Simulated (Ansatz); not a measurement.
The starting structures come from a database of crystals and need not be the phases stable at ambient conditions.

By PBEsol, the system below comes out a metal.

The ballistic (Sharvin) conductance counts the channels at the Fermi level: G/A = (e²/h) × channels of both spins per area.

Input:

```
Ga2Y
1.0
    4.14751     0.00000     0.00000
    0.00000     4.17397     0.00000
    0.00000    -2.08699     3.61476
Y Ga
1 2
Direct
  0.00000   0.00000   0.00000
  0.50000   0.66667   0.33333
  0.50000   0.33333   0.66667
```

Space group of this cell: P6/mmm. The cell is taken as given; by PBEsol its mean pressure is -2.1 GPa.

The current flows along the normal of the first two printed cell vectors, the (100) plane of the conventional cell. No spin-orbit coupling; the value is a mean over 0.1 eV about the Fermi level.

Q: Compute, with PBEsol in Ansatz (a program for electronic structure), the ballistic conductance per area.

A: 0.51 × 10¹⁵ S/m² for both spins.
